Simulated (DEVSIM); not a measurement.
System: Schottky contact on n-type Si, at 350 K.

Layer 1 from the left is Si, thickness (μm) 0.980, Nd (cm⁻³) 1.2e16, τn (s) 2.3e-5, τp (s) 2.3e-5.

Left contact: Schottky, work function 4.89 eV, emission velocity 3.7e6 cm/s. Right contact: ohmic. Voltage is applied to the left contact. Recombination: SRH at mid-gap. Mobility is μmin + (μ − μmin)/(1 + (N/Nref)^α).

The device is made up for the run: typed textbook-type constants, with dimensions and the other settings drawn at random. Values at 300 K; Nc and Nv go as T^1.5, mobilities as T to minus their exponent, the gap by Varshni's rule with the affinity fixed.

Si: gap (eV) 1.124, affinity (eV) 4.05, permittivity 11.7, Nc (cm⁻³) 2.86e19, Nv (cm⁻³) 3.1e19, μn (cm²/Vs) 1417, μp (cm²/Vs) 470, μn,min 52, μp,min 45, Nref,n 9.7e16, Nref,p 2.2e17, αn 0.68, αp 0.72, T exponent of μn 2.3, T exponent of μp 2.2, Varshni α (eV/K) 0.000473, Varshni β (K) 636.

Question: Estimate by hand the built-in potential, the peak field at zero bias, the capacitance at -3 V, and compare with a numerical solution.

Answer: 
- Built-in potential: barrier φB = 0.840 eV; Vbi = φB − kT/q ln(N_band/N) = 0.598 V; numerical 0.598 V.
- Peak field at zero bias: depletion approximation: W = √(2εVbi/(qN)) = 0.254 μm with N = 1.20e16 cm⁻³; field = 2Vbi/W = 47100 V/cm; numerical 46300 V/cm (estimate above by 1.8 %).
- Capacitance at -3 V: C = √(qεN / 2(Vbi + |V|)) = 16.6 nF/cm²; numerical 16.7 nF/cm².

Model (solved in DEVSIM): 1D drift-diffusion, Boltzmann statistics, complete ionisation; no tunnelling, impact ionisation, image-force lowering or self-heating. Metal contacts follow the ideal Schottky-Mott rule: no Fermi-level pinning, no interface dipoles.
